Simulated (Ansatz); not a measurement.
The parent structure is Si in the diamond structure (space group Fd-3m, No. 227).

```cif
data_Si2
_chemical_formula_sum 'Si2'
_space_group_name_H-M_alt 'P 1'
_space_group_IT_number 1
_cell_length_a 3.81986
_cell_length_b 3.81986
_cell_length_c 3.81986
_cell_angle_alpha 60.000
_cell_angle_beta 60.000
_cell_angle_gamma 60.000
loop_
_space_group_symop_operation_xyz
  'x, y, z'
loop_
_atom_site_label
_atom_site_type_symbol
_atom_site_fract_x
_atom_site_fract_y
_atom_site_fract_z
_atom_site_occupancy
Si1 Si 0.00000 0.00000 0.00000 1
Si2 Si 0.25000 0.25000 0.25000 1
```

Computed with LDA (Ansatz, a first-principles code), no spin-orbit coupling.

For the base:

- Smallest direct gap = 2.53 eV
- Pressure = -0.01 GPa
- Valley order = a point along ⟨100⟩, about 1.0 Å⁻¹ from Γ 0.45 eV; L along ⟨111⟩ 1.48 eV
- Width of the top valence band = 3.94 eV

Now apply this change: an isotropic linear strain of +2.50 %, atoms relaxed at fixed cell.

Q: How does this affect the smallest direct gap?

A: The smallest direct gap drops by 0.18 eV (2.53 eV → 2.35 eV).

Q: Predict the new pressure.

A: The pressure decreases by 6.09 GPa (-0.01 GPa → -6.10 GPa).

Q: How does this affect the valley order?

A: The valley order (the lowest conduction-band minima on the path, energy above the VBM, named in the base's zone) changes from a point along ⟨100⟩, about 1.0 Å⁻¹ from Γ 0.45 eV; L along ⟨111⟩ 1.48 eV to a point along ⟨100⟩, about 1.0 Å⁻¹ from Γ 0.57 eV; L along ⟨111⟩ 1.21 eV.

Q: What happens to the width of the top valence band?

A: The width of the top valence band drops by 0.305 eV to 3.64 eV.

No phonon test of stability was made.
